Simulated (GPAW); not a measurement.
A user runs GPAW on MnF4 (Pbam, 10 atoms in the cell) and asks whether the run is sound. The aim is a self-consistent single point with DFT LDA (Perdew-Wang 92), plane waves, GPAW PAW datasets LDA (gpaw-data 1.0.1).

Cell that was meant: a = 4.5516 Å, b = 8.9425 Å, c = 2.9046 Å, α = 90.00°, β = 90.00°, γ = 90.00°.

Part of the input:

```python
from gpaw import GPAW, PW, FermiDirac

atoms = Atoms(['Mn', 'Mn', 'F', 'F', 'F', 'F', 'F', 'F', 'F', 'F'],
              cell=[[2.408619, 0.000000, 0.000000],
                    [0.000000, 4.732146, 0.000000],
                    [0.000000, 0.000000, 1.537048]],
              scaled_positions=[[0.000000, 0.000000, 0.000000],
                                [0.500000, 0.500000, 0.000000],
                                [0.284080, 0.131160, 0.000000],
                                [0.715920, 0.868840, 0.000000],
                                [0.784080, 0.368840, 0.000000],
                                [0.215920, 0.631160, 0.000000],
                                [0.176880, 0.901590, 0.500000],
                                [0.823120, 0.098410, 0.500000],
                                [0.676880, 0.598410, 0.500000],
                                [0.323120, 0.401590, 0.500000]],
              pbc=True)

atoms.set_initial_magnetic_moments([4.0, 4.0, 0.0, 0.0, 0.0, 0.0, 0.0, 0.0, 0.0, 0.0])
[...]
            nbands=-8,
            convergence={'density': 1e-05, 'energy': 1e-05, 'bands': -6},
            symmetry={'symmorphic': False, 'tolerance': 0.0005},
            maxiter=60)

atoms.calc = calc
```

Output (repeated stretches shortened):

```
Input parameters:
  convergence: {bands: -6,
                density: 1e-05,
                energy: 1e-05}
  kpts: {gamma: True,
   [... lines left out ...]
   9 F      0.778273    1.900383    0.768524    ( 0.0000,  0.0000,  0.0000)

Unit cell:
           periodic     x           y           z      points  spacing
  1. axis:    yes    2.408619    0.000000    0.000000    18     0.1338
  2. axis:    yes    0.000000    4.732146    0.000000    36     0.1314
  3. axis:    yes    0.000000    0.000000    1.537048    12     0.1281

  Lengths:   2.408619   4.732146   1.537048
  Angles:   90.000000  90.000000  90.000000

Effective grid spacing dv^(1/3) = 0.1311
     iter     time        total  log10-change:  magmom
                         energy   eigst   dens
iter:   1 --:--:--   669.457154   +1.43           +8.0015
iter:   2 --:--:--   688.695569   -0.21  -0.83    +3.4635
iter:   3 --:--:--   785.869717   +0.55  -0.86    +1.0869
iter:   4 --:--:--   788.688628   -0.56  -1.26    +0.6552
iter:   5 --:--:--   807.850773   -0.21  -1.32    +0.2722
   [... 8 lines left out ...]
iter:  14 --:--:--   809.374559   -4.08  -3.05    -0.0000
iter:  15 --:--:--   809.375528   -4.30  -3.28    -0.0000
iter:  16 --:--:--   809.377021   -4.39  -3.38    -0.0000
iter:  17 --:--:--   809.377022   -5.00  -3.42    -0.0000
iter:  18 --:--:--   809.377054c  -6.11  -3.48    -0.0000
iter:  19 --:--:--   809.377550c  -4.55  -3.52    -0.0000
iter:  20 --:--:--   809.377552c  -6.15  -4.20    -0.0000
iter:  21 --:--:--   809.377547c  -6.73  -4.23    -0.0000
iter:  22 --:--:--   809.377548c  -6.75  -4.37    -0.0000
iter:  23 --:--:--   809.377557c  -6.75  -4.45    -0.0000
iter:  24 --:--:--   809.377559c  -7.86c -4.60    -0.0000
iter:  25 --:--:--   809.377563c  -6.89  -4.66    -0.0000
iter:  26 --:--:--   809.377563c  -8.75c -5.15c   -0.0000
Converged after 26 iterations.

Dipole moment: (0.000000, 0.000000, -0.000000) |e|*Ang

Total magnetic moment: (0.000000, 0.000000, -0.000000)
Local magnetic moments:
   0 Mn ( 0.000000,  0.000000,  0.000000)
   1 Mn ( 0.000000,  0.000000,  0.000000)
   2 F  ( 0.000000,  0.000000, -0.000000)
   3 F  ( 0.000000,  0.000000, -0.000000)
   4 F  ( 0.000000,  0.000000, -0.000000)
   5 F  ( 0.000000,  0.000000, -0.000000)
   6 F  ( 0.000000,  0.000000,  0.000000)
   7 F  ( 0.000000,  0.000000,  0.000000)
   8 F  ( 0.000000,  0.000000,  0.000000)
   9 F  ( 0.000000,  0.000000,  0.000000)

Energy contributions relative to reference atoms: (reference = -84502.614285)

Kinetic:       +4187.417211
Potential:     -2863.405838
External:        +0.000000
XC:            -516.757403
   [... lines left out ...]
Free energy:   +809.377545
Fermi level: 54.08357
No gap
   [... lines left out ...]
  6 F   237.47730 -260.91780    0.00000
  7 F  -237.47730  260.91780    0.00000
  8 F   237.47730  260.91780    0.00000
  9 F  -237.47730 -260.91780    0.00000

Stress tensor:
   -88.131503     0.000000     0.000000
     0.000000   -85.059992     0.000000
     0.000000     0.000000   -97.435350
Stress (GPa, Voigt): [-14120.2234 -13628.1131 -15610.864       0.          0.          0.    ]
```

Is this run sound? If not, what is wrong?

The run is not sound. The fault is this: cell numbers converted the wrong way (times 0.529). Bohr and ångström differ by a factor of 1.89; the cell that the program reads is then far too large or far too small. To fix it, give the lengths in the unit that the key or card expects. The run converged in 26 iterations without an error; against the sound input the free energy goes up by 87.1 eV/atom, the largest force goes from 0.633 to 385.1 eV/Å, no clean gap remains on the mesh (levels overlap or are partly filled), against 0.76 eV before and the size of the net moment goes from 0.60 to 0.00 μB/atom.

The sound input it was made from differs as follows (other fixes are possible):
```diff
-              cell=[[2.408619, 0.000000, 0.000000],
-                    [0.000000, 4.732146, 0.000000],
-                    [0.000000, 0.000000, 1.537048]],
-              scaled_positions=[[0.000000, 0.000000, 0.000000],
-                                [0.500000, 0.500000, 0.000000],
-                                [0.284080, 0.131160, 0.000000],
-                                [0.715920, 0.868840, 0.000000],
-                                [0.784080, 0.368840, 0.000000],
-                                [0.215920, 0.631160, 0.000000],
-                                [0.176880, 0.901590, 0.500000],
-                                [0.823120, 0.098410, 0.500000],
-                                [0.676880, 0.598410, 0.500000],
-                                [0.323120, 0.401590, 0.500000]],
+              cell=[[4.551630, 0.000000, 0.000000],
+                    [0.000000, 8.942460, 0.000000],
+                    [0.000000, 0.000000, 2.904600]],
+              positions=[[0.000000, 0.000000, 0.000000],
+                         [2.275815, 4.471230, 0.000000],
+                         [1.293027, 1.172893, 0.000000],
+                         [3.258603, 7.769567, 0.000000],
+                         [3.568842, 3.298337, 0.000000],
+                         [0.982788, 5.644123, 0.000000],
+                         [0.805092, 8.062433, 1.452300],
+                         [3.746538, 0.880027, 1.452300],
+                         [3.080907, 5.351257, 1.452300],
+                         [1.470723, 3.591203, 1.452300]],
-            maxiter=60)
+            maxiter=120)
```

With that input, the run converged in 30 iterations: free energy E − TS (from the program's reference atoms) -61.4678 eV; top of the valence band (on the code's own zero) -0.10 eV; gap on the k-point mesh 0.76 eV; largest force (vector length) 0.633 eV/Å; size of the cell's spin moment 6.00 μB (DFT LDA (Perdew-Wang 92), plane waves, GPAW PAW datasets LDA (gpaw-data 1.0.1)).

On the sound input: the starting cell comes from a database of computed structures (which also holds hypothetical and non-ambient phases and stackings), without a prior relaxation at this level. The magnetic order is the one reached from the typed start; others were not searched systematically.
